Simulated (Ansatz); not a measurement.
Ru: response to strain

The reference is Ru in the hcp (Mg type) structure (space group P6_3/mmc, No. 194; a = 2.7043 Å, c = 4.2629 Å; relaxed with 0.1 eV smearing). Axes: x lies along a and z along c of the hexagonal cell.

Strains are applied to the cell and any free atomic positions relax.

Computed with DFT with r2SCAN, PAW potentials and a 500 eV plane-wave cutoff in Ansatz (a quantum-chemistry and plane-wave program), no SOC.

Notes on the quantities. pressure: mean of the normal stresses, compression positive; energy relative to the base: free energy F.

| case | pressure | shortest interatomic distance | energy relative to the base |
|---|---|---|---|
| base | 0.0 GPa | 264.2 pm | 0 meV/atom |
| tensor shear ε_xz = +1.14 % | 0.2 GPa | 261.8 pm | +4.3 meV/atom |
| tensor shear ε_xz = +0.29 % | 0.0 GPa | 263.6 pm | +0.3 meV/atom |
| tensor shear ε_xz = +1.71 % | 0.4 GPa | 260.6 pm | +9.6 meV/atom |
| tensor shear ε_xz = +2.00 % | 0.5 GPa | 260.0 pm | +13 meV/atom |
| tensor shear ε_xz = +0.86 % | 0.1 GPa | 262.4 pm | +2.4 meV/atom |
| tensor shear ε_xz = +1.43 % | 0.3 GPa | 261.2 pm | +6.8 meV/atom |
| tensor shear ε_xz = +0.57 % | 0.0 GPa | 263.0 pm | +1.1 meV/atom |

Stability against distortions was not tested. The final runs are not spin-polarised.
